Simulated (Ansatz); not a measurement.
Si (model structure, R-3m, No. 166, 6 atoms in the cell) was calculated with r²SCAN (Ansatz, a quantum-chemistry and plane-wave program, PAW).

Run with plane-wave cutoff 560 eV, 10×10×10 k mesh, Fermi–Dirac smearing 0.01 eV, scalar-relativistic PAW data made under PBE.

Cell (relaxed with PBEsol):

```cif
data_Si6
_chemical_formula_sum 'Si6'
_space_group_name_H-M_alt 'P 1'
_space_group_IT_number 1
_cell_length_a 9.71396
_cell_length_b 9.71396
_cell_length_c 9.71396
_cell_angle_alpha 22.740
_cell_angle_beta 22.740
_cell_angle_gamma 22.740
loop_
_space_group_symop_operation_xyz
  'x, y, z'
loop_
_atom_site_label
_atom_site_type_symbol
_atom_site_fract_x
_atom_site_fract_y
_atom_site_fract_z
_atom_site_occupancy
Si1 Si 0.73593 0.73593 0.73593 1
Si2 Si 0.81934 0.81934 0.81934 1
Si3 Si 0.18066 0.18066 0.18066 1
Si4 Si 0.26407 0.26407 0.26407 1
Si5 Si 0.95862 0.95862 0.95862 1
Si6 Si 0.04138 0.04138 0.04138 1
```

Task: What does this level give for the band gap, smallest direct gap on the k points sampled and Γ–Γ gap?

Result: 
band gap: 0.68 eV (indirect)
smallest direct gap on the k points sampled: 1.73 eV
Γ–Γ gap: 1.74 eV

Note: the relaxation could raise the start's symmetry but not lower it, so the cell can be a saddle point; cell and atoms aren't relaxed at this level (pressure 0.6 GPa).

Computed values are for the static lattice.

A model structure was made by putting elements into a prototype or built by hand; it is no filed structure, need not be a known phase, and can be a saddle point held by its symmetry.
